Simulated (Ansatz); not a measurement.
The starting structures come from a database of crystals and need not be the phases stable at ambient conditions.

Inside the gap of an insulator the Bloch states are evanescent, with a wavenumber k + iκ along the transport direction.

```yaml
crystal:
  lattice:
    - [7.05545, 0.00000, 0.00000]
    - [0.00000, 7.43450, 0.00000]
    - [0.00000, 3.71725, 2.14616]
  atoms:
    - { symbol: Ca, position: [0.00000, 0.00000, 0.00000] }
    - { symbol: Cd, position: [0.36189, 0.66667, 0.00000] }
    - { symbol: Cd, position: [0.63811, 0.33333, 0.00000] }
    - { symbol: P, position: [0.24053, 0.33333, 0.00000] }
    - { symbol: P, position: [0.75947, 0.66667, 0.00000] }
```

Space group of this cell: P-3m1. The cell is taken as given; by PBEsol its mean pressure is -2.3 GPa.

Transport runs along the normal of the first two printed cell vectors, the (110) plane of the conventional cell.

The gap is the functional's own, uncorrected, and κ follows it; spin-orbit coupling is left out. Mid-gap values are interpolated between the computed energies.

Question: Compute, with PBEsol (Ansatz, a first-principles code), the band gap and the smallest decay constant κ at mid-gap.

Answer: Gap 0.75 eV on a 4×14×14 mesh; κ = 0.059 1/Å, at the zone centre.
